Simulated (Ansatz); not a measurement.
**A constructed model of the (111) surface of fcc Ni, ferromagnetic, (√3x√3)R30° surface alloy, Ge on one Ni site of the top plane (bottom of the slab: a bare face, its two planes held)**

Level of theory: PBE (plane waves to 420 eV, PAW; Ansatz, a quantum-chemistry and plane-wave program).

Model: 18-atom slab, 10.2 Å thick at the start (thin: gaps and levels are the slab's own), 10x10x1 mesh, Fermi-Dirac 0.1 eV, dipole correction, 6 atoms held, the rest relaxed; symmetry of the start imposed; spin-polarised, ending with about 9.4 μB a cell; orders that need a larger cell were not tried, no spin-orbit, no U. It is one candidate, not shown to be the stable structure of the face.

* **work function of the top face**: 4.81 eV
* **energy released by relaxation**: 0.042 eV
* **magnetic moment of the cell**: 9.40 μB
* **cost**: very roughly 19 core-minutes
